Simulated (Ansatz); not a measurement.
# As, pressure series

The reference is As (space group Cmce, No. 64; layered, stacked along the Cartesian y axis).

```cif
data_As8
_chemical_formula_sum 'As8'
_space_group_name_H-M_alt 'Cmce'
_space_group_IT_number 64
_space_group_name_Hall '-C 2ac 2'
_cell_length_a 3.65580
_cell_length_b 11.12735
_cell_length_c 4.62748
_cell_angle_alpha 90.000
_cell_angle_beta 90.000
_cell_angle_gamma 90.000
loop_
_atom_site_label
_atom_site_type_symbol
_atom_site_symmetry_multiplicity
_atom_site_Wyckoff_symbol
_atom_site_fract_x
_atom_site_fract_y
_atom_site_fract_z
_atom_site_occupancy
As1 As 8 f 0.00000 0.39272 0.43020 1
```
(The calculation used a cell of 4 atoms; values per cell refer to that cell.)

Cell and atoms are relaxed at each pressure.

The values are results of r2SCAN+rVV10 (Ansatz, a program for electronic structure, PAW, spin-orbit coupling left out), not measurements.

```csv
pressure (GPa),volume per atom (Å³/atom)
-1,24.607
0,23.530
0.3,23.278
0.7,22.963
1.5,22.413
3,?
5,20.637
7.5,19.778
10,19.081
```

Task: Fit the third-order Birch–Murnaghan form P(V) = (3B₀/2)[(V₀/V)^(7/3) − (V₀/V)^(5/3)]·[1 + (3/4)(B₀′ − 4)((V₀/V)^(2/3) − 1)] (squares taken in P) to the rows shown and predict the withheld row.

Result: Least squares on the printed values gives V₀ = 23.546 Å³/atom, B₀ = 26.0 GPa, B₀′ = 5.8; this predicts 21.537 Å³/atom, and the run gives 21.563 Å³/atom, 0.026 higher.

A case with no gap was solved on a k-mesh chosen for an insulator, which is coarse for it. Load acts through the strain it causes; cell and atoms are relaxed under it. No phonon test of stability was made. Competing high-pressure phases were not computed. This is not the structure that As has at room temperature and ambient pressure.
